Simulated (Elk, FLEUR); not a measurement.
A FLEUR input for a self-consistent single point of Sr₂Ir (Fm-3m, 3 atoms in the cell) (DFT, LDA (Vosko-Wilk-Nusair), all-electron FLAPW (FLEUR), scalar-relativistic valence):

Input of the input generator:

```
scf Sr2Ir
&input film=f /
0.0000000000 6.7735645567 6.7735645567
6.7735645567 0.0000000000 6.7735645567
6.7735645567 6.7735645567 0.0000000000
1.0
1.0 1.0 1.0

3
38 0.7500000000 0.7500000000 0.7500000000
38 0.2500000000 0.2500000000 0.2500000000
77 0.0000000000 0.0000000000 0.0000000000

&comp jspins=1 /
&exco xctyp='vwn' /
&kpt div1=6 div2=6 div3=6 gamma=t /
&end /
```

```xml
<?xml version="1.0" encoding="UTF-8" standalone="no"?>
<fleurInput fleurInputVersion="0.39">
   <comment>
      scf Sr2Ir                                                                                           
   </comment>
   <calculationSetup>
      <cutoffs Kmax="3.8" Gmax="13.3" GmaxXC="13.3" numbands="0"/>
      <scfLoop itmax="60" minDistance="0.00001" maxIterBroyd="99" imix="Anderson" alpha="0.05" precondParam="0.0" spinf="2.0"/>
      <coreElectrons ctail="T" frcor="F" kcrel="0" coretail_lmax="0"/>
      <xcFunctional name="vwn" relativisticCorrections="F"/>
      <magnetism jspins="1"/>
      <soc l_soc="F" theta="0.0" phi="0.0" spav="F"/>
      <expertModes spex="0" secvar="F"/>
      <geometryOptimization l_f="T" forcealpha="1.0" forcemix="BFGS" epsdisp="0.00001" epsforce="0.00001"/>
      <ldaU l_linMix="F" mixParam="0.05" spinf="1.0"/>
   </calculationSetup>
   <cell>
      <bzIntegration valenceElectrons="35.0" mode="gauss" fermiSmearingEnergy="0.00499791">
         <kPointListSelection listName="default-1"/>
         <!-- k-points included here -->
         <xi:include xmlns:xi="http://www.w3.org/2001/XInclude" href="kpts.xml"> </xi:include>
      </bzIntegration>
      <!-- symmetry operations included here -->
      <xi:include xmlns:xi="http://www.w3.org/2001/XInclude" href="sym.xml"> </xi:include>
      <bulkLattice scale="1.0">
         <bravaisMatrix>
            <row-1>    0.0000000000000000     6.7735645567000002     6.7735645567000002</row-1>
            <row-2>    6.7735645567000002     0.0000000000000000     6.7735645567000002</row-2>
            <row-3>    6.7735645567000002     6.7735645567000002     0.0000000000000000</row-3>
         </bravaisMatrix>
      </bulkLattice>
   </cell>
   <atomSpecies>
      <species name="Strontium (Sr)" element="Sr" atomicNumber="38">
         <mtSphere radius="2.68" gridPoints="925" logIncrement="0.014"/>
         <atomicCutoffs lmax="10" lnonsphr="8"/>
         <electronConfig flipSpins="F">
            <coreConfig>(1s1/2) (2s1/2) (2p1/2) (2p3/2) (3s1/2) (3p1/2) (3p3/2) (3d3/2) (3d5/2)</coreConfig>
            <valenceConfig>(4s1/2) (4p1/2) (4p3/2) (5s1/2)</valenceConfig>
         </electronConfig>
         <energyParameters s="5" p="5" d="4" f="4"/>
         <lo type="SCLO" l="0" n="4" eDeriv="0"/>
         <lo type="SCLO" l="1" n="4" eDeriv="0"/>
      </species>
      <species name="Iridium (Ir)" element="Ir" atomicNumber="77">
         <mtSphere radius="2.68" gridPoints="925" logIncrement="0.015"/>
         <atomicCutoffs lmax="10" lnonsphr="8"/>
         <electronConfig flipSpins="F">
            <coreConfig>(1s1/2) (2s1/2) (2p1/2) (2p3/2) (3s1/2) (3p1/2) (3p3/2) (4s1/2) (3d3/2) (3d5/2) (4p1/2) (4p3/2) (5s1/2) (4d3/2) (4d5/2) (4f5/2) (4f7/2)</coreConfig>
            <valenceConfig>(5p1/2) (5p3/2) (6s1/2) (5d3/2) (5d5/2)</valenceConfig>
            <stateOccupation state="(5d3/2)" spinUp="1.4" spinDown="1.4"/>
            <stateOccupation state="(5d5/2)" spinUp="2.1" spinDown="2.1"/>
         </electronConfig>
         <energyParameters s="6" p="6" d="5" f="5"/>
         <lo type="SCLO" l="1" n="5" eDeriv="0"/>
      </species>
   </atomSpecies>
   <atomGroups>
      <atomGroup species="Strontium (Sr)">
         <relPos label="                   1">-1.000/4.000 -1.000/4.000 -1.000/4.000</relPos>
         <relPos label="                   2">1.000/4.000 1.000/4.000 1.000/4.000</relPos>
         <force calculate="T" relaxXYZ="TTT"/>
      </atomGroup>
      <atomGroup species="Iridium (Ir)">
         <relPos label="                   3">.0000000000 .0000000000 .0000000000</relPos>
         <force calculate="T" relaxXYZ="TTT"/>
      </atomGroup>
   </atomGroups>
   <output dos="F" band="F" slice="F">
      <checks vchk="F" cdinf="F"/>
      <bandDOS minEnergy="-.5*Htr" maxEnergy="0.5*Htr" sigma="0.015" storeEVData="T"/>
      <vacuumDOS vacdos="F" integ="F" star="F" nstars="0" locx1="0.0" locy1="0.0" locx2="0.0" locy2="0.0" nstm="0" tworkf="0.0"/>
      <unfoldingBand unfoldBand="F" supercellX="1" supercellY="1" supercellZ="1"/>
      <plotting iplot="0" polar="F">
         <plot TwoD="T" vec1="  1.0  0.0  0.0" vec2="  0.0  1.0  0.0" vec3="  0.0  0.0  1.0" zero="  0.0  0.0  0.0" file="plot"/>
      </plotting>
      <chargeDensitySlicing numkpt="0" minEigenval="0.0" maxEigenval="0.0" nnne="0" pallst="F"/>
      <specialOutput eonly="F"/>
      <magneticCircularDichroism mcd="F" energyLo="-10.0" energyUp="0.0"/>
   </output>
  <!-- We include the file relax.xml here to enable relaxations (see documentation) -->
  <xi:include xmlns:xi="http://www.w3.org/2001/XInclude" href="relax.xml"> <xi:fallback/> </xi:include>
</fleurInput>
```

Q: Write the same calculation as an input for Elk.

A: One input that does it (others would too):

```
tasks
  0

tforce
  .true.

rgkmax
  7.5

gmaxvr
  18.0

lmaxapw
  10

lmaxo
  8

nxlo
  2

lorbcnd
  .true.

lradstp
  2

nrmtscf
  2.0

lmaxi
  4

stype
  0

swidth
  0.00499791

maxscl
  100

avec
    0.0000000000    6.7735645567    6.7735645567
    6.7735645567    0.0000000000    6.7735645567
    6.7735645567    6.7735645567    0.0000000000

atoms
  2
  'Sr.in'
  2
  0.7500000000  0.7500000000  0.7500000000    0.0 0.0 0.0
  0.2500000000  0.2500000000  0.2500000000    0.0 0.0 0.0
  'Ir.in'
  1
  0.0000000000  0.0000000000  0.0000000000    0.0 0.0 0.0

ngridk
  6 6 6
```

Basis settings and potentials, where a program has them, do not carry over. This input uses DFT, LDA (PW92), all-electron FP-LAPW, Elk's shipped species files, APW+lo basis with extra local orbitals. LDA parametrisations can differ slightly between programs.

The starting cell comes from a database of computed structures (which also holds hypothetical and non-ambient phases and stackings), without a prior relaxation at this level. Its lattice was rescaled by a random factor within 2.5 % of one.
